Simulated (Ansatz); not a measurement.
Take WC (space group P-6m2, No. 187; a = 2.899 Å, c = 2.827 Å; relaxed with 0.1 eV smearing) as the base. Axes: x lies along a and z along c of the hexagonal cell.

Calculations: PBEsol, PAW, 420 eV (Ansatz, an electronic-structure program; spin-orbit coupling left out).

Before the change:

The shortest interatomic distance is 4.140 bohr.

It is then changed as follows: tensile biaxial strain of 0.50 % in the plane normal to [001], as in epitaxy on a mismatched substrate; the out-of-plane cell vector and the atoms relax.

**Question.** What happens to the out-of-plane strain, in-plane stress and shortest interatomic distance?

**Answer.** The out-of-plane strain comes out as -0.19 %; the mean in-plane stress (compression positive) amounts to -4.4 GPa; the shortest interatomic distance rises by 0.009 bohr (4.140 bohr → 4.149 bohr).

Stability against distortions was not tested. The final runs are not spin-polarised.
